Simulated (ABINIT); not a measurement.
# Input and output of a self-consistent single point for Hg3Ge (P6_3/mmc, 8 atoms in the cell) (ABINIT)

Computed with LDA (PW92), PAW (JTH v2.0 LDA PAW) (plane waves; ABINIT).

Input as run:

```
# Hg3Ge, JTH v2.0 LDA PAW
pp_dirpath "./"
pseudos "Ge.LDA_PW-JTH.xml, Hg.LDA_PW-JTH.xml"
acell 3*1.0
rprim
        12.2273975904   -0.0000000673    0.0000000000
        -6.1136987369   10.5892369691    0.0000000000
         0.0000000000    0.0000000000    9.9158465102
natom 8
ntypat 2
znucl 32 80
typat 1 1 2 2 2 2 2 2
xcart
         6.1136988146    3.5297456115    2.4789616275
         0.0000000389    7.0594912903    7.4368848826
         3.0930425043    1.7857688998    7.4368848826
         3.0206563492    8.8034680020    2.4789616275
         0.0000000197    3.5715378336    2.4789616275
         6.1136988338    7.0176990682    7.4368848826
         9.1343551057    1.7857688665    7.4368848826
        -3.0206562523    8.8034680353    2.4789616275
ecut 21
pawecutdg 42
pawxcdev 0
ixc 7
occopt 7
tsmear 0.00367493
nband 63
kptopt 1
ngkpt 3 3 4
nshiftk 1
shiftk 0 0 0
nstep 50
tolvrs 1.0e-10
prtwf 0
prtden 0
enunit 2
```

Output (repeated stretches shortened):

```
 Symmetries : space group P6_3/m m c (#194); Bravais hP (primitive hexag.)

 -outvars: echo values of preprocessed input variables --------
            acell      1.0000000000E+00  1.0000000000E+00  1.0000000000E+00 Bohr
             ecut      2.10000000E+01 Hartree
           enunit           2
              ixc           7
         kptrlatt        3    0    0      0    3    0      0    0    4
          kptrlen      3.66821928E+01
            natom           8
            nband          63
            ngfft          54      54      45
          ngfftdg          72      72      60
             nkpt           9
            nstep          50
             nsym          24
           ntypat           2
           occopt           7
        pawecutdg      4.20000000E+01 Hartree
         pawxcdev           0
            rprim      1.2227397590E+01 -6.7300000000E-08  0.0000000000E+00
                      -6.1136987369E+00  1.0589236969E+01  0.0000000000E+00
                       0.0000000000E+00  0.0000000000E+00  9.9158465102E+00
          spgroup         194
           tolvrs      1.00000000E-10
           tsmear      3.67493000E-03 Hartree
            typat      1  1  2  2  2  2  2  2
           useylm           1
             xred      6.6666666667E-01  3.3333333333E-01  2.4999999999E-01
                       3.3333333333E-01  6.6666666667E-01  7.4999999999E-01
                       3.3728000000E-01  1.6864000000E-01  7.4999999999E-01
                       6.6272000000E-01  8.3136000000E-01  2.4999999999E-01
                       1.6864000000E-01  3.3728000000E-01  2.4999999999E-01
                       8.3136000000E-01  6.6272000000E-01  7.4999999999E-01
                       8.3136000000E-01  1.6864000000E-01  7.4999999999E-01
                       1.6864000000E-01  8.3136000000E-01  2.4999999999E-01
            znucl       32.00000   80.00000

== DATASET  1 ==================================================================

 Exchange-correlation functional for the present dataset will be:
  LDA: Perdew-Wang 92 LSD fit to Ceperley-Alder data - ixc=7
 Citation for XC functional:
  J.P.Perdew and Y.Wang, PRB 45, 13244 (1992)

 Real(R)+Recip(G) space primitive vectors, cartesian coordinates (Bohr,Bohr^-1):
 R(1)= 12.2273976 -0.0000001  0.0000000  G(1)=  0.0817836  0.0472178  0.0000000
 R(2)= -6.1136987 10.5892370  0.0000000  G(2)=  0.0000000  0.0944355  0.0000000
 R(3)=  0.0000000  0.0000000  9.9158465  G(3)=  0.0000000  0.0000000  0.1008487
 Unit cell volume ucvol=  1.2838920E+03 bohr^3
 Angles (23,13,12)=  9.00000000E+01  9.00000000E+01  1.20000000E+02 degrees

 Coarse grid specifications (used for wave-functions):

 getcut: wavevector=  0.0000  0.0000  0.0000  ngfft=  54  54  45
         ecut(hartree)=     21.000   => boxcut(ratio)=   2.14133

 Fine grid specifications (used for densities):

 getcut: wavevector=  0.0000  0.0000  0.0000  ngfft=  72  72  60
         ecut(hartree)=     42.000   => boxcut(ratio)=   2.01841

   2.88617463E+04                                ecore*ucvol(ha*bohr**3)

_setup2: Arith. and geom. avg. npw (full set) are    5899.250    5899.242
--- !BeginCycle
solver: {iscf: 17, nstep: 50, nline: 4, wfoptalg: 10, }
tolerances: {tolvrs: 1.00E-10, }
...

     iter   Etot(hartree)      deltaE(h)  residm     nres2
 ETOT  1  -444.64715837795    -4.446E+02 1.379E+00 6.149E+01
 ETOT  2  -446.20367963692    -1.557E+00 5.834E-02 4.639E+01
 ETOT  3  -445.97974564187     2.239E-01 2.467E-02 2.023E+01
 ETOT  4  -446.05787081940    -7.813E-02 5.478E-03 3.379E+01
 ETOT  5  -446.02927605767     2.859E-02 4.568E-03 3.005E+01
 ETOT  6  -446.05060715148    -2.133E-02 7.425E-03 3.494E+01
   [... 17 lines left out ...]
 ETOT 24  -445.90656200888    -1.193E-09 7.258E-05 5.648E-09
 ETOT 25  -445.90656200980    -9.171E-10 4.693E-05 2.228E-08
 ETOT 26  -445.90656200988    -8.788E-11 5.876E-05 5.657E-09
 ETOT 27  -445.90656200990    -1.711E-11 3.751E-05 1.966E-10
 ETOT 28  -445.90656200991    -6.537E-12 4.673E-05 3.379E-11
 At SCF step   28       nres2   =  3.38E-11 < tolvrs=  1.00E-10 =>converged.

 Cartesian components of stress tensor (hartree/bohr^3)
  sigma(1 1)=  1.72115453E-04  sigma(3 2)=  0.00000000E+00
  sigma(2 2)=  1.72115453E-04  sigma(3 1)=  0.00000000E+00
  sigma(3 3)=  3.10302156E-04  sigma(2 1)= -2.75385585E-14

 ----iterations are completed or convergence reached----

 reduced coordinates (array xred) for    8 atoms
       0.666666666667      0.333333333333      0.249999999995
       0.333333333333      0.666666666667      0.749999999995
       0.337280000001      0.168640000000      0.749999999995
       0.662719999999      0.831360000000      0.249999999995
       0.168640000000      0.337280000001      0.249999999995
       0.831360000000      0.662719999999      0.749999999995
       0.831360000000      0.168640000000      0.749999999995
       0.168640000000      0.831360000000      0.249999999995
 cartesian forces (eV/Angstrom) at end:
    1      0.00000000000000     0.00000000000000    -0.00000000000000
    2      0.00000000000000     0.00000000000000    -0.00000000000000
    3      0.02848803268432     0.01644757312988    -0.00000000000000
    4     -0.02848803268432    -0.01644757312988    -0.00000000000000
    5      0.00000000018106     0.03289514657344    -0.00000000000000
    6     -0.00000000018106    -0.03289514657344    -0.00000000000000
    7     -0.02848803250326     0.01644757344356    -0.00000000000000
    8      0.02848803250326    -0.01644757344356    -0.00000000000000
 frms,max,avg= 1.6447573E-02 3.2895147E-02   0.000E+00  0.000E+00  0.000E+00 e/A
 length scales=  1.000000000000  1.000000000000  1.000000000000 bohr
              =  0.529177208590  0.529177208590  0.529177208590 angstroms
 Fermi (or HOMO) energy (hartree) =   0.17817   Average Vxc (hartree)=  -0.37968
 Eigenvalues (hartree) for nkpt=   9  k points:
 kpt#   1, nband= 63, wtk=  0.02778, kpt=  0.0000  0.0000  0.0000 (reduced coord)
  -0.74335   -0.74333   -0.74328   -0.74328   -0.74325   -0.74325   -0.74321   -0.74321
  -0.74321   -0.74321   -0.19518   -0.15163   -0.10165   -0.09937   -0.09898   -0.09464
   [... lines left out ...]
 Fermi (or HOMO) energy (eV) =   4.84815   Average Vxc (eV)= -10.33159
   [... lines left out ...]
  -2.57539   -2.48366   -2.48366   -2.23437   -2.23437   -2.07283   -1.93313   -1.93313
  -1.88002   -1.81563   -1.75998   -1.75998   -1.55376   -1.55376   -1.46777   -1.46777
  -1.31729   -1.31729   -1.22819   -1.22819   -1.20083   -1.20083   -0.91863   -0.88460
  -0.82262   -0.62055    0.33201    1.64277    1.64277    1.86440    1.86440    2.23491
   2.25616    4.85485    5.50981    5.62498    5.62498    6.58733    6.58733    7.19137
   8.32641    8.32641    9.66841   10.19182   10.19182   10.48069   10.48069
 prteigrs : prtvol=0 or 1, do not print more k-points.

--- !EnergyTerms
comment             : Components of total free energy in Hartree
kinetic             :  7.43748439059146E+01
hartree             :  7.99686970283784E+01
xc                  : -2.38375137021658E+01
Ewald energy        : -3.32777077831673E+02
psp_core            :  2.24798862298508E+01
local_psp           : -2.63276151698505E+02
spherical_terms     : -2.83855504136940E+00
internal            : -4.45905871109570E+02
'-kT*entropy'       : -6.74995805983725E-04
total_energy        : -4.45906546105376E+02
total_energy_eV     : -1.21337341917602E+04
...

-Cartesian components of stress tensor (GPa)         [Pressure= -6.4190E+00 GPa]
- sigma(1 1)=  5.06381061E+00  sigma(3 2)=  0.00000000E+00
- sigma(2 2)=  5.06381061E+00  sigma(3 1)=  0.00000000E+00
- sigma(3 3)=  9.12940309E+00  sigma(2 1)= -8.10212226E-10

 Calculation completed.
```

The run converged in 28 iterations.

The starting cell comes from a database of computed structures (which also holds hypothetical and non-ambient phases and stackings), without a prior relaxation at this level. With a pressure of about -6 GPa the cell is away from its equilibrium volume at this level.

Cost on one core of a shared machine: roughly 4 min.
